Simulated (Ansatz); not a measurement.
**Effective masses and thermopower of ZnS under load (space group F-43m)**

Given:

```yaml
crystal:
  lattice:
    - [0.00000, 2.65690, 2.65690]
    - [2.65690, 0.00000, 2.65690]
    - [2.65690, 2.65690, 0.00000]
  atoms:
    - { symbol: Zn, position: [0.00000, 0.00000, 0.00000] }
    - { symbol: S, position: [0.25000, 0.25000, 0.25000] }
```

The numbers are results of r2SCAN with spin-orbit coupling, rigid bands (plane waves, PAW; Ansatz, a quantum-chemistry and plane-wave program), not measurements. Condition of this run: hydrostatic pressure of 2 GPa (compression positive) (the target of the relaxation). How the cell was made: cell and atoms relaxed with PBEsol, then loaded as said.

* **band gap**: 2.88 eV
* **electron conductivity mass (300 K, dilute)**: 0.21 mₑ
* **hole conductivity mass (300 K, dilute)**: 0.82 mₑ
* **effective density of states N_c (300 K)**: 2.4e18 cm⁻³
* **effective density of states N_v (300 K)**: 4.9e19 cm⁻³
* **density-of-states mass, electrons**: 0.21 mₑ
* **density-of-states mass, holes**: 1.57 mₑ
* **Seebeck coefficient, n-type 1e19 cm⁻³, 300 K**: -119 μV/K
* **Seebeck coefficient, p-type 1e19 cm⁻³, 300 K**: 383 μV/K
* **best p-type power factor at 300 K for τ = 10 fs (best axis; densities from 1e16 to 1e21 cm⁻³ tried, whether or not they can be reached)**: 16.9 μW/(cm·K²) at 3e20 cm⁻³

Rigid bands; masses and Seebeck coefficients take one relaxation time τ for all states and one kind of carrier; polarons and phonon drag are left out. Geometry: cell and atoms relaxed with PBEsol.
